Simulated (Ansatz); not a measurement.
Structures of equal composition on the (111) surface of fcc Al: a layer of Ta in place of the second plane; a layer of Ta in place of the third plane. The slabs share one bottom face, and each structure is named by its start. These are constructed structures in small cells; real faces may alloy, dewet or reconstruct in larger ones, and not all known structures of the face are among them. Slabs of about 12 Å, Fermi-Dirac smearing of 0.1 eV. Bottom of the slabs: a bare face, its two planes held. Relaxed from the named starts with such symmetry as they have, on meshes of like density; energies extrapolated to zero smearing; spin only where a row says so; no spin-orbit coupling, no U. Brackets mark spin-polarised runs, whose order is one that fits the cell.

These are PBE (plane waves to 420 eV, PAW; Ansatz, a program for electronic structure) values and carry that method's errors.

Rank these by energy per 1x1 cell (lowest first), as PBE gives it.

a layer of Ta in place of the third plane (0.000 eV), a layer of Ta in place of the second plane (0.128 eV)
